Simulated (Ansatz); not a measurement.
Start from Ge in the diamond structure (space group Fd-3m, No. 227).

```yaml
crystal:
  lattice:
    - [0.00000, 2.83720, 2.83720]
    - [2.83720, 0.00000, 2.83720]
    - [2.83720, 2.83720, 0.00000]
  atoms:
    - { symbol: Ge, position: [0.00000, 0.00000, 0.00000] }
    - { symbol: Ge, position: [0.25000, 0.25000, 0.25000] }
```

Cartesian axes are those of the cell as printed.

Computed with r2SCAN (Ansatz, a quantum-chemistry and plane-wave program), spin-orbit coupling left out.

Base values:

```
Property                  Result
-------------------  -----------
Gap character        direct at Γ
Volume per atom         22.84 Å³
Smallest direct gap      0.36 eV
```

Perturbation: compressive biaxial strain of 2.50 % in the plane normal to [001], as in epitaxy on a mismatched substrate; the out-of-plane cell vector and the atoms relax.

Question: Estimate the effect on the gap character.

Answer: The gap character changes from direct at Γ to indirect, Γ → N.

Question: How does this affect the volume per atom?

Answer: The volume per atom falls by 0.75 Å³, from 22.84 Å³ to 22.09 Å³.

Question: What happens to the smallest direct gap?

Answer: The smallest direct gap grows by 0.18 eV, from 0.36 eV to 0.54 eV.

Whether these cells are dynamically stable was not tested. The real Ge has an indirect gap at ambient pressure; r2SCAN orders its close-lying valleys differently. k-point labels follow each cell's own Brillouin zone.
